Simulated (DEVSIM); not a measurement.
## illuminated GaAs p-on-n cell, one wavelength

Structure: illuminated GaAs p-on-n cell, one wavelength, at 400 K.

| layer (left to right) | material | thickness (μm) | Nd (cm⁻³) | Na (cm⁻³) | τn (s) | τp (s) | absorption coefficient (cm⁻¹) |
|---|---|---|---|---|---|---|---|
| 1 | GaAs | 0.330 | - | 7.6e17 | 1.5e-9 | 1.3e-8 | 46000 |
| 2 | GaAs | 5.10 | 1e15 | - | 2e-8 | 2e-8 | 46000 |

Left contact: ohmic, minority electron recombination velocity 500 cm/s. Right contact: ohmic, minority hole recombination velocity 1e5 cm/s. Voltage is applied to the left contact. Recombination: SRH at mid-gap, radiative, Auger. Light enters at the left, 3.5e16 photons cm⁻² s⁻¹, one pass, no reflection. Mobility is μmin + (μ − μmin)/(1 + (N/Nref)^α).

This is a model device: material constants are rounded textbook-type values typed into the input, and sizes, dopings and lifetimes were drawn at random. Values at 300 K; Nc and Nv go as T^1.5, mobilities as T to minus their exponent, the gap by Varshni's rule with the affinity fixed.

| parameter | GaAs |
|---|---|
| gap (eV) | 1.424 |
| affinity (eV) | 4.07 |
| permittivity | 12.9 |
| Nc (cm⁻³) | 4.7e17 |
| Nv (cm⁻³) | 9e18 |
| μn (cm²/Vs) | 8500 |
| μp (cm²/Vs) | 400 |
| μn,min | 500 |
| μp,min | 20 |
| Nref,n | 6e16 |
| Nref,p | 1.5e17 |
| αn | 0.39 |
| αp | 0.38 |
| T exponent of μn | 2.1 |
| T exponent of μp | 2.2 |
| B (cm³/s) | 2e-10 |
| Cn (cm⁶/s) | 1e-30 |
| Cp (cm⁶/s) | 1e-30 |
| Varshni α (eV/K) | 0.000541 |
| Varshni β (K) | 204 |

Simulated with DEVSIM: 1D drift-diffusion, Boltzmann statistics, complete ionisation; no tunnelling, impact ionisation, image-force lowering or self-heating.

```
Item                                                      Result
---------------------------------------------------  -----------
Potential step across the device at zero bias            1.050 V
Largest field in the device at zero bias              54000 V/cm
Dark forward voltage at 1 A/cm²                          0.788 V
Dark forward voltage at 100 A/cm²                        1.038 V
Short-circuit current                                5.57 mA/cm²
Open-circuit voltage                                     0.578 V
Fill factor                                                 0.73
Largest power                                        2.35 mW/cm²
Share of generated pairs collected at short circuit        0.993
```

Dark forward current:

(V (V), J (A/cm²)): (0.05, 3.6e-7); (0.10, 1.1e-6); (0.15, 2.6e-6); (0.20, 5.9e-6); (0.25, 1.3e-5); (0.30, 3.0e-5); (0.35, 6.7e-5); (0.40, 0.00016); (0.45, 0.00039); (0.50, 0.0010); (0.55, 0.0029); (0.60, 0.0092); (0.65, 0.031); (0.70, 0.11); (0.75, 0.40); (0.80, 1.3); (0.85, 3.8); (0.90, 9.9); (0.95, 24); (1.00, 54); (1.05, 120); (1.10, 270); (1.15, 580); (1.20, 1200); (1.25, 2600)

Small-signal capacitance in reverse bias (quasi-static):

```json
[
 {"V (V)": "-0.04", "C (nF/cm²)": "9.99"},
 {"V (V)": "-0.1", "C (nF/cm²)": "9.67"},
 {"V (V)": "-0.2", "C (nF/cm²)": "9.19"},
 {"V (V)": "-0.3", "C (nF/cm²)": "8.78"},
 {"V (V)": "-0.4", "C (nF/cm²)": "8.42"},
 {"V (V)": "-0.6", "C (nF/cm²)": "7.82"},
 {"V (V)": "-0.8", "C (nF/cm²)": "7.34"},
 {"V (V)": "-1", "C (nF/cm²)": "6.93"},
 {"V (V)": "-1.3", "C (nF/cm²)": "6.44"},
 {"V (V)": "-1.6", "C (nF/cm²)": "6.03"},
 {"V (V)": "-2", "C (nF/cm²)": "5.60"}
]
```
